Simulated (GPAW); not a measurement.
Energy against c/a at fixed volume: hcp Hf (space group 194) (GPAW, PBEsol)

```
CELL_PARAMETERS angstrom
      3.20668     0.00000     0.00000
     -1.60334     2.77707     0.00000
      0.00000     0.00000     4.87335
ATOMIC_POSITIONS crystal
  Hf 0.66667 0.33333 0.75000
  Hf 0.33333 0.66667 0.25000
```

Method: PBEsol, GPAW PAW datasets PBEsol (made by gpaw-setup) (plane waves; GPAW). Settings: mode = pw; ecut = 585 eV; xc = PBEsol; kpts = 24 24 14; mesh shift (steps) = 0 0 0; occupations.name = fermi-dirac; occupations.width = 0.05 eV; nbands = -10; convergence.density = 1e-06 e/electron; convergence.energy = 1e-06 eV/electron; symmetry.symmorphic = false; symmetry.tolerance = 0.0005; maxiter = 150. The cell above is the first row's. The rows change c/a at fixed volume. In all rows fractional positions and the k mesh are held. E is the free energy at the stated smearing, counted from the lowest row.

| c/a | E (meV/atom) |
|---|---|
| 1.5197 | 9.29 |
| 1.5356 | 5.08 |
| 1.5514 | 2.15 |
| 1.5672 | 0.47 |
| 1.5831 | 0.00 |
| 1.5989 | 0.71 |
| 1.6147 | 2.56 |
| 1.6306 | 5.47 |
| 1.6464 | ? |

The 8 complete rows are fitted with a cubic, E against c/a. With u = c/a - 1.58, the rows have u = -0.06030, -0.04440, -0.02860, -0.01280, 0.00310, 0.01890, 0.03470, 0.05060. Least squares gives E = 0.006 - 6.41·u + 2348.5·u² - 1669·u³. Residuals (row less fit): -0.008, 0.014, 0.001, -0.006, -0.009, -0.002, 0.018, -0.008; standard error 0.014 (degrees of freedom: 4). The fitted curve has its minimum at c/a = 1.58, where E = 0.00. To one more digit the minimum is at c/a = 1.581; the ideal close-packed ratio is 1.633.

Task: What does the fit predict for E at c/a = 1.6464, and how far is the calculated value from it?

Result: u = 0.06640, so E = 0.006 - 6.41 × 0.06640 + 2348.5 × 0.06640² - 1669 × 0.06640³ = 9.446 meV/atom. The calculation gives 9.40 meV/atom, 0.046 meV/atom below the prediction (0.5 % of the range of E in the table). The row lies outside the fitted rows, so this is an extrapolation. From the scatter of the fitted rows alone, a prediction at this place has a standard error of 0.037 meV/atom, so the miss is 1.2 times that.

Carrying the step between the two nearest rows on in a straight line would have given 8.36, off by 1.04; series whose last step already gives the withheld value aren't shown. The reference cell has the volume at which an earlier scan in this program and functional put its minimum by a fit; axis ratios and inner coordinates come from a measured-size cell. The runs keep the symmetry of the cell, so they don't test it for distortions. The best c/a moves a little with volume. Spin-orbit coupling is off. In metals such curves are sensitive to mesh and smearing. Cutoffs and mesh are single choices, not tested for convergence of this quantity. Series with a scatter that would blur these digits, or in which a gap closes, are not shown. Strain series were run only where this level's volume lies within 10 % of a first guess from the measured size.
